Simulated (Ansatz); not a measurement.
The starting structures come from a database of crystals and need not be the phases stable at ambient conditions.

By PBEsol, the system below comes out a metal.

Here is the system:

```yaml
crystal:
  lattice:
    - [4.17127, 0.00000, 0.00000]
    - [0.00000, 5.89907, 0.00000]
    - [2.08564, 2.94954, 2.08564]
  atoms:
    - { symbol: Al, position: [0.50000, 0.25000, 0.00000] }
    - { symbol: Al, position: [0.50000, 0.75000, 0.00000] }
    - { symbol: Pd, position: [0.00000, 0.00000, 0.00000] }
```

Space group of this cell: Fm-3m. The cell is taken as given; by PBEsol its mean pressure is -0.7 GPa.

The current flows along the normal of the first two printed cell vectors, the (110) plane of the conventional cell. No spin-orbit coupling; the value is a mean over 0.1 eV about the Fermi level.

Estimate the ballistic conductance per area that PBEsol (Ansatz, a first-principles code) returns for this system.

0.93 × 10¹⁵ S/m² for both spins.
